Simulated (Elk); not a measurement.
A self-consistent single point of Mo (Im-3m, 1 atom in the cell) with Elk.

Method: LDA (PW92), all-electron FP-LAPW, Elk's shipped species files, APW+lo basis with extra local orbitals (Elk 10.2.4).

```yaml
crystal:
  lattice:
    - [-1.56713, 1.56713, 1.56713]
    - [1.56713, -1.56713, 1.56713]
    - [1.56713, 1.56713, -1.56713]
  atoms:
    - { symbol: Mo, position: [0.00000, 0.00000, 0.00000] }
```

Reference input (self-consistent single point, DFT, LDA (PW92), all-electron FP-LAPW, Elk's shipped species files, APW+lo basis with extra local orbitals): rgkmax = 7.5; swidth = 0.00367493 Ha; ngridk = 9 9 9; gmaxvr = 14 1/bohr; nxlo = 2; lorbcnd = true; lmaxi = 3; maxscl = 100. This run's input differs from it in these lines:

```diff
@@ -18,4 +18,7 @@
 
+stype
+  0
+
 swidth
-  0.00367493
+  0.0183747
 
@@ -39,3 +42,3 @@
 ngridk
-  9 9 9
+  15 15 15
```

Output (repeated stretches shortened):

```
│ Self-consistent loop started │
│ Loop number : 1 │
 total energy                :     -4044.30664733
│ Loop number : 2 │
 total energy                :     -4044.41219182
RMS change in Kohn-Sham potential (target) :   0.8772890659E-01 (  0.1000000000E-05)
Absolute change in total energy (target)   :   0.1055444927     (  0.1000000000E-03)
│ Loop number : 3 │
 total energy                :     -4044.99490773
RMS change in Kohn-Sham potential (target) :   0.6933063428E-01 (  0.1000000000E-05)
Absolute change in total energy (target)   :   0.6091020316     (  0.1000000000E-03)
│ Loop number : 4 │
   [... lines left out ...]
Absolute change in total energy (target)   :   0.4761580381E-03 (  0.1000000000E-03)
│ Loop number : 13 │
 total energy                :     -4045.43344996
RMS change in Kohn-Sham potential (target) :   0.3512685709E-06 (  0.1000000000E-05)
Absolute change in total energy (target)   :   0.1653330055E-03 (  0.1000000000E-03)
│ Loop number : 14 │
 total energy                :     -4045.43345722
RMS change in Kohn-Sham potential (target) :   0.6154118757E-07 (  0.1000000000E-05)
Absolute change in total energy (target)   :   0.4859120554E-04 (  0.1000000000E-03)
Convergence targets achieved

│ Loop number : 15 │

Energies :
 Fermi                       :     0.469325220755
 total energy                :     -4045.43345814

Density of states at Fermi energy :    18.61645700
 (states/Hartree/unit cell)

Estimated indirect band gap :   0.2587974605E-02
 from k-point     78 to k-point     10
Estimated direct band gap   :   0.1060270936E-01
 at k-point     45

Charges :
 core                        :    28.00000000
 valence                     :    14.00000000
 interstitial                :    1.481225226
 muffin-tins (core leakage)
  species :    1 (Mo)
   atom    1                 :    40.51877477     (  0.4994753802E-06)
 total in muffin-tins        :    40.51877477
 total calculated charge     :    42.00362784
 total charge                :    42.00000000
 error                       :   0.3627839044E-02

│ Self-consistent loop stopped │
```

The run converged in 15 iterations. The count includes the last loop, which Elk runs after its targets are met. 

The starting cell has typed, rounded lattice constants, without a prior relaxation at this level. Its lattice was rescaled by up to half a per cent. Spin polarisation is off. Values depend on the basis (sphere radii, cutoffs, local orbitals), which need not be converged. The log's line on a gap gives a spacing of levels on this mesh, which the program prints for metals too.
